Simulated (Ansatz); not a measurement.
Spacing of the highest filled and lowest empty level at the zone centre in eight small model glasses of hand-chosen composition and density, fast-quenched (anions pushed apart in CHGNet runs), each at its PBE geometry, by PBE and by r2SCAN (Ansatz, a program for electronic structure, plane waves, PAW). The cells are the first eight to finish that balance their formal charges, show no moments and no lower geometry on charging where those were tested, and have a gap at both levels; defect levels can set the spacings.

```tsv
cell	quench by	pressure (GPa)	levels at the gap	PBE (eV)	experiment, tabulated (eV)
Ga24O39La2	CHGNet	2.5	localised at the filled edge	1.76	-
Si24O49Mg	CHGNet	2.4	localised at the filled edge	4.38	-
Hf18O37Na2	CHGNet	0.8	localised at the filled edge	4.20	-
Ga24O38Sn	CHGNet	0.3	localised at the filled edge	1.07	-
Si24O49Ca	CHGNet	0.0	localised at the filled edge	4.23	-
Al28O43Na2	CHGNet	5.4	localised at the filled edge	3.68	-
Si30N42Be3	CHGNet	-0.6	localised at the filled edge	2.43	-
Si30N44Hf3	CHGNet	0.8	localised at the filled edge	2.60	-
```

Task: What does r2SCAN give, and how does it move these values against PBE?

Result: Ga24O39La2 2.29, Si24O49Mg 5.01, Hf18O37Na2 4.68, Ga24O38Sn 1.53, Si24O49Ca 4.85, Al28O43Na2 4.27, Si30N42Be3 2.90, Si30N44Hf3 3.02 eV. It raises them by +0.43 to +0.63 eV, +0.53 eV on average. A straight line through the eight gives r2SCAN = 1.04 × PBE +0.41 eV, with a scatter of 0.06 eV.
